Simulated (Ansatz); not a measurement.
Worked sum: formation energy of Fe_Mo in Mo (bcc, Im-3m)

This concerns the formation energy of Fe_Mo in Mo (bcc, Im-3m). Reaction: 53 Mo (bcc) + Fe (bcc) → cell A.

A: a supercell of 54 sites of Mo (bcc, Im-3m) with Fe on a Mo site (8 Mo at 2.73 Å); spin state with PBE: net moment 2.8 μB a cell.

Fe (bcc, Im-3m), 1 atom in the cell; spin state with PBE: net moment 2.2 μB a cell.

Ansatz (a quantum-chemistry and plane-wave program) with PAW potentials; structures come from PBE relaxations, nuclei static, no net charge. Ansatz runs with its default PAW set. Other levels take these structures. The lattices are those relaxed with PBE, so at other levels the solids can be strained, which adds to the spread. Larger cells are relaxed from a start prepared with the learned potential CHGNet, on a coarser mesh till forces fall under 0.03 eV/Å, which some starts already meet. A dispersion term (D3(BJ), or D4 for r2SCAN) was computed beside these levels and is taken off wherever the name lacks it. Space groups of crystals are read within 0.01 Å. No search over spin orders was made beyond those shown. Mesh and cell size may move defect energies by 0.1 eV or more. Cell A has symmetry Pm-3m within 0.02 Å and got no random move, so less symmetric positions, which may lie lower, weren't tried.

Total energies of the cells in eV, at zero smearing width. They compare only within one column; the weights balance every element.

```
cell         atoms  weight            PBE     PBE+D3(BJ)
-----------  -----  ------  -------------  -------------
A: Mo:Fe_Mo     54      +1  -267149.15221  -267186.72901
Mo (bcc)        54  −53/54  -267625.27439  -267663.41839
Fe (bcc)         1      −1    -4480.48514    -4480.84286
```

PBE: (-267149.15221) − 53/54 × (-267625.27439) − (-4480.48514) = 0.584 eV.

PBE+D3(BJ): (-267186.72901) − 53/54 × (-267663.41839) − (-4480.84286) = 0.802 eV.

What follows from the PBE value: With the reservoirs of the reaction as written, and without entropy terms or charged states, the share of sites that hold the defect in equilibrium is exp(−0.58 eV/k_BT) = 1.2×10^-3 at 1000 K.
